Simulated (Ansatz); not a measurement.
The reference is Rh in the fcc (Cu type) structure (space group Fm-3m, No. 225; a = 3.802 Å; relaxed with 0.1 eV smearing). Axes: x, y, z lie along the cube axes.

The values are results of r2SCAN (Ansatz, an electronic-structure program; PAW; 500 eV plane waves; no SOC), earlier PAW set, not measurements.

The change: uniaxial stress, 2 GPa tension along z; all other stress components relax to zero.

Task: Predict the new mean lateral Poisson ratio, secant Young's modulus along z and energy relative to the base.

Result: The mean lateral Poisson ratio is 0.31; the secant Young's modulus along z comes out as 320 GPa; the energy grows by 0.5 meV/atom.

Load acts through the strain it causes; cell and atoms are relaxed under it. Beyond what the load breaks, stability against distortions was not tested. All final runs are without spin polarisation.
